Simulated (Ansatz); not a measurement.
# HfN: uniaxial strain ε_zz = +2.24 %

Take HfN in the rock salt structure (space group Fm-3m, No. 225; a = 4.525 Å) as the base. Axes: x, y, z lie along the cube axes.

It is then changed as follows: the cell is stretched by 2.24 % along z with no lateral relaxation, atoms relaxed at fixed cell.

The values are results of r2SCAN in Ansatz (plane waves to 500 eV, PAW, no spin-orbit coupling), not measurements. Γ-centred 18×18×18 mesh, Fermi–Dirac width 0.05 eV.

* **Space group**: I4/mmm (No. 139) (base Fm-3m (No. 225))
* **Shortest interatomic distance**: 2.263 Å (base 2.263 Å)
* **Energy relative to the base (free energy F)**: +10 meV/atom
* **Pressure (mean of the normal stresses, compression positive)**: -5.7 GPa (base 0.0 GPa)
* **Band gap**: zero (base zero)
* **Stress (xx, yy, zz, yz, xz, xy; compression positive)**: (-2.6, -2.6, -11.8, 0.0, 0.0, 0.0) GPa (rough)

Without a gap, meshes like the base's 18×18×18 leave anisotropic stresses uncertain by several tenths of a GPa, and small strain energies with them. Stability against distortions was not tested. The final runs are not spin-polarised. An odd electron count without spin: HfN.

Ansatz is a program for electronic structure.
